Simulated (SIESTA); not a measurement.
Several settings converged on a (001) slab of WS2 (cut from a parent of space group no. 187; 3 atoms in the cell)

```xyz
3
Lattice="3.1676 0.0000 0.0000 -1.5838 2.7432 0.0000 0.0000 0.0000 17.1033" Properties=species:S:1:pos:R:3 pbc="T T T"
W      0.0000     0.0000     8.5516
S      0.0000     1.8288     7.0000
S      0.0000     1.8288    10.1033
```

Base method: GGA PBEsol, numerical atomic orbitals TZP, PseudoDojo PBEsol standard norm-conserving potentials (rewritten from UPF to PSML) run with SIESTA.

Base settings: XC.functional = GGA; XC.authors = PBEsol; potentials = PseudoDojo PBEsol standard; PAO.BasisSize = TZP; PAO.EnergyShift = 0.005 Ry; MeshCutoff = 350 Ry; kgrid.MonkhorstPack = 4 4 1; OccupationFunction = FD; ElectronicTemperature = 580.23 K; MaxSCFIterations = 150.

**The vacuum**

The mesh stays at the base's, so the ladder's end is converged at best in this setting alone.

Only quantities that move along the ladder and can be compared are tabulated; forces are left out, as grid noise moves with the cell.

| vacuum between outermost atoms (Å) | free energy less the last step's (meV/atom) |
|---|---|
| 3.0 | 228.93 |
| 4.0 | 26.84 |
| 5.0 | 1.81 |
| 6.0 | 0.13 |
| 7.0 | 0.06 |
| 8.0 | 0.00 |
| 10.0 | -0.01 |
| 12.0 | 0.06 |
| 14.0 | 0.02 |
| 17.0 | 0.06 |
| 20.0 | 0.02 |
| 25.0 | 0.00 |
| 30.0 | 0.00 |

Smallest vacuum between outermost atoms (Å) that holds the free energy within 5 meV/atom of the last step, with all finer ones: 5.0; the step before is off by 27 meV/atom.

**The k-point mesh**

Only quantities that move along the ladder and can be compared are tabulated.

| kgrid.MonkhorstPack | free energy less the last step's (meV/atom) | largest difference of a force vector from the last step's (eV/Å) |
|---|---|---|
| 2 2 1 | 358.51 | 0.592 |
| 3 3 1 | 8.19 | 0.185 |
| 4 4 1 | -18.79 | 0.052 |
| 5 5 1 | 0.24 | 0.002 |
| 6 6 1 | 0.98 | 0.005 |
| 8 8 1 | 0.07 | 0.000 |
| 9 9 1 | 0.06 | 0.001 |
| 10 10 1 | -0.03 | 0.000 |
| 12 12 1 | 0.01 | 0.000 |
| 14 14 1 | 0.00 | 0.000 |
| 16 16 1 | 0.00 | 0.000 |
| 19 19 1 | 0.00 | 0.000 |
| 22 22 1 | 0.00 | 0.000 |

Coarsest kgrid.MonkhorstPack that holds the free energy within 2 meV/atom of the last step, with all finer ones: 5 5 1; the step before is off by 19 meV/atom.

Coarsest kgrid.MonkhorstPack that holds the forces within 0.01 eV/Å of the last step, with all finer ones: 5 5 1; the step before is off by 0.052 eV/Å.

**The cutoff of the real-space grid**

The mesh stays at the base's, so the ladder's end is converged at best in this setting alone.

Only quantities that move along the ladder and can be compared are tabulated.

| MeshCutoff | free energy less the last step's (meV/atom) |
|---|---|
| 175 Ry (196 Ry used) | -1.18 |
| 210 Ry (212 Ry used) | -1.12 |
| 245 Ry (248 Ry used) | -0.28 |
| 298 Ry (306 Ry used) | -0.30 |
| 350 Ry (376 Ry used) | -0.24 |
| 420 Ry (441 Ry used) | -0.08 |
| 525 Ry (544 Ry used) | -0.06 |
| 700 Ry (784 Ry used) | 0.00 |

Coarsest MeshCutoff that holds the free energy within 1 meV/atom of the last step, with all finer ones: 245 Ry (248 Ry used); the step before is off by 1.1 meV/atom.

On the base run: the starting cell comes from a database of computed structures (which also holds hypothetical and non-ambient phases and stackings), without a prior relaxation at this level. The slab is cut from that crystal, and its faces are unrelaxed. Its lattice was rescaled by up to half a per cent. Spin polarisation is off. Values carry the incompleteness of an atom-centred basis.

Left out of this page: 1 run of the series outside the window shown, repeating another row's setting, or not comparable.
